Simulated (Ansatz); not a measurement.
Mo interstitial in alpha quartz (the name describes the start): one set of geometries, relaxed with PBE, evaluated in Ansatz (PAW, plane waves to 420 eV, 500 eV under r2SCAN) with PBE, r2SCAN.

Cell and caveats: 72-site cell; 2×2×2 Γ-centred k-points; start: void with 6O2Si nearest; charged states image-corrected; corrections reach 2.4 eV, so highly charged states may be off by several tenths; relaxed from one start, so a lower configuration may exist; flagged in the runs: a doubtful potential alignment, a host whose relaxation on this sampling wasn't shown to rest, a strain field that reaches the edge of the cell.

```csv
quantity,PBE,r2SCAN
host gap (eV),5.68,…
ε(+2/+1) above the VBM (eV),2.20,…
ε(+1/0) above the VBM (eV),3.71,…
largest moment on one atom at charge +1 (μB),2.54,…
neutral formation energy against bcc Mo (eV),7.29,…
largest moment on one atom at charge 0 (μB),1.83,…
```

Q: Given the lower rungs, what does r2SCAN give?

A: 
- host gap (eV), r2SCAN: 6.32
- ε(+2/+1) above the VBM (eV), r2SCAN: 2.43
- ε(+1/0) above the VBM (eV), r2SCAN: 4.49
- largest moment on one atom at charge +1 (μB), r2SCAN: 2.58
- neutral formation energy against bcc Mo (eV), r2SCAN: 6.70
- largest moment on one atom at charge 0 (μB), r2SCAN: 1.88

Ansatz is a program for electronic structure.
